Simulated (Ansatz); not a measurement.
Base system: TiO₂ in the anatase structure (space group I4_1/amd, No. 141).

```
CELL_PARAMETERS angstrom
     -1.86967     1.86967     4.72754
      1.86967    -1.86967     4.72754
      1.86967     1.86967    -4.72754
ATOMIC_POSITIONS crystal
  Ti 0.75000 0.25000 0.50000
  Ti 0.00000 0.00000 0.00000
  O  0.54202 0.04202 0.50000
  O  0.79202 0.79202 0.00000
  O  0.20798 0.20798 0.00000
  O  0.95798 0.45798 0.50000
```

Cartesian axes are those of the cell as printed.

Computed with DFT with LDA, PAW potentials and a 420 eV plane-wave cutoff in Ansatz (a program for electronic structure), spin-orbit coupling left out.

Base values:

- Width of the top valence band = 0.86 eV
- Smallest direct gap = 2.44 eV

Now apply this change: biaxial strain +2.40 %, plane normal [001], relaxed out of plane (Cartesian); in-plane vectors clamped, the third vector and the atoms free.

### Question
How does this affect the width of the top valence band, smallest direct gap and ratio −ε⊥/ε∥?

### Answer
The width of the top valence band rises by 0.06 eV to 0.92 eV; the smallest direct gap decreases by 0.12 eV (2.44 eV → 2.32 eV); the ratio −ε⊥/ε∥ amounts to 1.39.

Whether these cells are dynamically stable was not tested. The final runs are not spin-polarised.
